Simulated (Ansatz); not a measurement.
Zn: stress against strain

Zn (hcp, P6_3/mmc, 14.136 Å³/atom at rest, c along z) under a strain ε along a direction in the basal plane (axis x), the other axes held. PBEsol in Ansatz, a plane-wave DFT program (PAW, default set), 420 eV, 25×25×13 Γ-centred mesh, Fermi-Dirac smearing 0.10 eV; ions are relaxed within the symmetry of each cell. Stress is positive for a compressed cell.

Here s stands for strain and y for stress xx.

| strain (%) | stress xx (GPa) |
|---|---|
| -3.00 | ? |
| -1.50 | 3.41 |
| -1.00 | 2.23 |
| -0.50 | 1.09 |
| 0.00 | 0.00 |
| 0.50 | -1.03 |
| 1.00 | -1.99 |
| 1.50 | -2.87 |

Question: Fit y against s with a straight line, and predict the withheld value at s = -3.00.

Answer: Means: s 0, y 0.120. About the means, the sum of products is -14.700 and the sum of squares of s is 7.0000; the slope is their ratio. Least squares gives y = 0.120 - 2.1000·s. Residuals (row less fit): 0.140, 0.010, -0.080, -0.120, -0.100, -0.010, 0.160; standard error 0.123 (degrees of freedom: 5). The slope gives the elastic constant C11 = 210 ± 5 GPa. At the withheld row, y = 0.120 - 2.1000 × (-3.0) = 6.420 GPa. The calculation gives 7.16 GPa, 0.740 GPa above the prediction (7.4 % of the range of y in the table). The row lies outside the fitted rows, so this is an extrapolation. From the scatter of the fitted rows alone, a prediction at this place has a standard error of 0.192 GPa, so the miss is 3.9 times that.

One order more, fitted to all 13 runs of the series, follows each within 0.10, so the miss is the next term of a smooth law. In a metal these values are sensitive to mesh and smearing; energies are taken to zero smearing, stresses follow the free energy. Rows are the converged runs of the series near zero and its far end; series whose fitted rows scatter by over a few per cent of the range, as at a crossing or softening among them, aren't shown in this form. Most that stay on the fit to the last digits aren't either.
